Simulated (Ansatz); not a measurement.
A constructed model of the (100) surface of fcc Rh, a pseudomorphic layer of Mg in the host's stacking (bottom of the slab: a bare face, its two planes held)

All values below come from PBE (plane waves to 420 eV, PAW; Ansatz, a program for electronic structure).

Model: 7-atom slab, 11.8 Å thick at the start, 14x14x1 mesh, Fermi-Dirac 0.1 eV, dipole correction, 2 atoms held, the rest relaxed; symmetry of the start imposed; no spin, no spin-orbit, no U. It is one candidate, not shown to be the stable structure of the face.

```json
{
  "work_function_of_the_top_face": "3.89 eV",
  "energy_released_by_relaxation": "0.17 eV",
  "cost": "around 2.6 core-minutes (rough)"
}
```
